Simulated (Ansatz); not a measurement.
System: MnCl2 (R-3m, No. 166). Method: r²SCAN-D4 (plane waves, PAW; Ansatz, a first-principles code).

Run with plane-wave cutoff 500 eV, 12×12×12 k mesh, gaussian smearing 0.02 eV, spin-polarised start, scalar-relativistic PAW data made under PBE.

Cell (relaxed at this level):

Space group R-3m, hexagonal axes (No. 166); a = 3.678 Å, b = 3.678 Å, c = 17.588 Å, α = 90.00°, β = 90.00°, γ = 120.00°

| atom | site | symmetry | x | y | z |
|---|---|---|---|---|---|
| Mn | 3a | -3m | 0.0000 | 0.0000 | 0.0000 |
| Cl | 6c | 3m | 0.0000 | 0.0000 | 0.2546 |
(The calculation used a cell of 3 atoms; values per cell refer to that cell.)

Q: Predict the band gap.

A: 
- band gap = 2.77 eV (on the SCF k mesh)

Note: the magnetic order was assumed, not searched for or taken from measurement.
